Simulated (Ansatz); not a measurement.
Migration barriers: interstitial Li in bixbyite In2O3 with all lengths changed by -1 %, charge state +1

System: interstitial Li in bixbyite In2O3 with all lengths changed by -1 % (charge state +1). Calculation: PBE, PAW (plane waves to 420 eV; Ansatz, a quantum-chemistry and plane-wave program).

Settings: 80 host sites, the strained lattice (strain from the relaxed PBE one, atoms relaxed), one k-point at (0.250, 0.250, 0.250), smearing 0.01 eV, spin-restricted, no image-charge correction. Energies are static. The charge state is imposed; whether it is stable for some Fermi level was not computed. Sites that were not tried may lie lower.

Barriers: single points on a 2×2×2 k-point mesh shifted by half a step at the bands' geometries.

```csv
Route,Start site over the lowest site run (eV),Hop (Å),Forward barrier (eV),Backward barrier (eV),Neighbours at the start,Neighbours at the saddle,Saddle order,"Forward, on the band's own sampling (eV)"
one Li atom jumps by itself,0.00,2.06,0.42,0.07,"2 O at 1.82, 2 O at 2.08 Å","O at 1.84, O at 1.86, O at 1.88 Å",not checked,0.42
one Li atom jumps by itself,0.24,2.28,0.45,0.35,6 In at 2.67; 6 O at 2.18 Å,3 In at 2.45; 3 O at 1.94 Å,"not checked, on a symmetry element",0.45
```

Paths come from nudged elastic bands with a climbing image. Of the routes that converged and passed our checks, the lowest saddle point lies 0.42 eV above the lowest of the sites run (one Li atom jumps by itself); other sites, such as split forms, and other routes may lie lower. A band can be held on a symmetry element, so unchecked saddle points there may be too high. A further band (one Li atom jumps by itself, 3.44 Å) gave 0.70 eV forward on its own sampling, 0.70 eV above the lowest site run, but a shoulder points to a second hump between its images, so it is not taken as a result.
